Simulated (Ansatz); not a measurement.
The starting structures come from a database of crystals and need not be the phases stable at ambient conditions.

Tunnelling through a barrier is set by its complex band structure: the current falls as exp(−2κd) with the smallest κ.

```yaml
crystal:
  lattice:
    - [6.77263, 0.00000, 0.00000]
    - [2.91579, 6.56849, 0.00000]
    - [3.38632, 0.00000, 4.32147]
  atoms:
    - { symbol: Na, position: [0.66925, 0.25000, 0.66150] }
    - { symbol: Na, position: [0.33075, 0.75000, 0.33850] }
    - { symbol: Mg, position: [0.00000, 0.00000, 0.00000] }
    - { symbol: Mg, position: [0.00000, 0.50000, 0.00000] }
    - { symbol: S, position: [0.32156, 0.25000, 0.35688] }
    - { symbol: S, position: [0.67844, 0.75000, 0.64312] }
    - { symbol: O, position: [0.12838, 0.13591, 0.55470] }
    - { symbol: O, position: [0.87162, 0.86409, 0.44530] }
    - { symbol: O, position: [0.31692, 0.36409, 0.55470] }
    - { symbol: O, position: [0.68308, 0.63591, 0.44530] }
    - { symbol: O, position: [0.59322, 0.10438, 0.15218] }
    - { symbol: O, position: [0.40678, 0.89562, 0.84782] }
    - { symbol: O, position: [0.25460, 0.39562, 0.15218] }
    - { symbol: O, position: [0.74540, 0.60438, 0.84782] }
    - { symbol: F, position: [0.92218, 0.25000, 0.15564] }
    - { symbol: F, position: [0.07782, 0.75000, 0.84436] }
```

The cell is taken as given; by r2SCAN it stands under a pressure of -4.1 GPa.

Transport runs along the normal of the first two printed cell vectors.

No gap correction and no spin-orbit coupling; mid-gap is the computed energy nearest the middle.

Task: State the band gap and the smallest decay constant κ at mid-gap according to r2SCAN run with Ansatz (an electronic-structure program).

Result: Gap 6.34 eV on a 8×6×8 mesh; κ = 0.521 1/Å, at the zone centre.
